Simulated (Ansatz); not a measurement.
Input and output of a relaxation of the atoms for LuP (I4mm, 2 atoms in the cell) (Ansatz, an electronic-structure program).

Method of the run: LDA (PW92), default PAW files made with PBE (plane waves; Ansatz).

The change in words: one atom moved by 0.15 angstrom; relax: default → atoms; relax.f_tol: default → 0.2 eV/Å. Reference geometry:
```
LuP
1.0
    0.00000     2.74805     2.74805
    2.74805     0.00000     2.74805
    2.74805     2.74805     0.00000
Lu P
1 1
Direct
  0.00000   0.00000   0.00000
  0.50000   0.50000   0.50000
```

Reference input (self-consistent single point, DFT, LDA (PW92), plane waves, default PAW files made with PBE): basis.ecutwfc = 30.9 Ry; kpoints.mp_grid.grid = 10 10 10; hamiltonian.xc = lda; hamiltonian.pseudopotentials = {kind: paw} (the program's default PAW files); scf.occupations.method = fermi_dirac; scf.occupations.width = 0.0073 Ry. This run's input differs from it in these lines:

```diff
@@ -6,3 +6,3 @@
   atoms:
-    - { symbol: Lu, position: [0.000000, 0.000000, 0.000000] }
+    - { symbol: Lu, position: [0.027292, 0.027292, -0.027292] }
     - { symbol: P, position: [0.500000, 0.500000, 0.500000] }
@@ -17,2 +17,4 @@
   occupations: { method: fermi_dirac, width: 0.0073 Ry }
+relax:
+  f_tol: 0.2
 output:
```

Output, abridged:

```
   [... SCF lines of the steps left out ...]
relax step   1: F+E_penalty+E_count = -15222.12762292 eV  Δ(F+E_penalty+E_count) = +0.000e0 eV  max|allowed force component| = 8.693e-1 eV/Å  Δτ_max = 0.0000 Å  (6 SCF iters, dr2 threshold 1.00e-4 eV, accepted)
relax step   2: F+E_penalty+E_count = -15222.19010680 eV  Δ(F+E_penalty+E_count) = -6.248e-2 eV  max|allowed force component| = 1.061e-1 eV/Å  Δτ_max = 0.0847 Å  (7 SCF iters, dr2 threshold 4.72e-5 eV, accepted)
relax step   3: F+E_penalty+E_count = -15222.19010685 eV  Δ(F+E_penalty+E_count) = -4.435e-8 eV  max|allowed force component| = 1.062e-1 eV/Å  Δτ_max = 0.0000 Å  (2 SCF iters, accepted)
the relaxation is at rest under the 8 symmetry operations that the run kept from its start: a minimum is not shown …
Stability not checked: this state was not tested for a lower state beside it, because too few of the mixer's solves of this state at the end of the SCF gave a …
Free energy (F): -15222.190107 eV
Internal energy: -15222.181518 eV  (E = F + TS)
E sigma→0 (E₀):  -15222.185812 eV
Entropy (-TS):   -0.008589 eV (-4.294 meV/atom)
Fermi energy:    12.475137 eV
--- Forces (eV/Å), atoms counted from 1 ---
  atom   1  Lu     0.00000000     0.00000000     0.10625101
   [... lines left out ...]
--- Relaxed structure (3 steps of the walk, 3 accepted, 0 SCFs on fresh bases) ---
  F+E_penalty+E_count = -15222.19010685 eV   max|allowed force component| = 1.062e-1 eV/Å
  atoms:
    - { symbol: Lu, position: [0.011890130576567452, 0.011890130576567452, -0.011890130576567452] }
    - { symbol: P, position: [0.5154018694234326, 0.5154018694234326, 0.4845981305765674] }
```

The run converged.  The full log also holds: “iter 5 did not close the SCF: its close was put off for the readings that it lacked (scf_convergence_deferred on its scf_iter line)”.

Summary of the result:
Free energy E − TS (on the zero of these files): -15222.1901 eV
Fermi level (on the code's own zero): 12.48 eV
Pressure: -5.25 GPa
Largest force (vector length): 0.106 eV/Å
Relaxation steps: 3

The starting cell comes from a database of computed structures (which also holds hypothetical and non-ambient phases and stackings), without a prior relaxation at this level. Its lattice was rescaled by up to half a per cent. For this run, on top of that: one atom moved by 0.15 angstrom. The relaxation keeps the symmetry of its start, so its end need not be a minimum. Ansatz's pressure includes its estimate of the finite-basis (Pulay) stress. The run gives no clean gap (levels at the Fermi energy touch, overlap or are partly filled at this smearing), which alone does not show that the compound is a metal.

Keys are those of Ansatz 0.2.
